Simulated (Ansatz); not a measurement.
System: L1₂ (Cu3Au-type) Al3Sc. Method: PBE (Ansatz, an electronic-structure program, plane waves, PAW).

Numerical settings: plane-wave cutoff 520 eV, 14×14×14 k mesh, Fermi–Dirac smearing 0.05 eV, scalar-relativistic PAW data made under PBE.

Pressure at four volumes; x = ln(V/17.304 Å³). One pressure is withheld.

```tsv
V (Å³/atom)	x	P (GPa)
16.266	-0.0619	6.09
17.304	0.0000	0.00
17.996	0.0392	-3.13
18.342	0.0583	?
```

Problem. Pass a parabola P(x) through the three rows shown, estimate the bulk modulus and its pressure derivative near zero pressure, and predict the withheld pressure.

Solution. Slopes between the rows: (0.00 − (6.09))/(0.0000 − (-0.0619)) = -98.38 and (-3.13 − (0.00))/(0.0392 − (0.0000)) = -79.85 GPa. Their difference over the span 0.1011 is c = 18.53/0.1011 = 183.3 GPa, so P(x) = 6.09 + (-98.38)(x − (-0.0619)) + 183.3 (x − (-0.0619))(x − (0.0000)). At the middle row B = −dP/dx = −[-98.38 + 183.3 × 0.0619] = 87.0 GPa, and B′ = dB/dP = 2c/B = 4.2. At x = 0.0583 the parabola gives -4.45 GPa; the run gives -4.46 GPa. The Birch–Murnaghan fit to the energies at all volumes has B0 = 86.6 GPa and B′ = 4.2.

Measured, for comparison: bulk modulus 91.5 ± 1 GPa (298 K, no zero-point or thermal correction, polycrystal; as tabulated in A Combined Experimental and First-Principles Based Assessment of …). Computed less measured: bulk modulus -5 %.
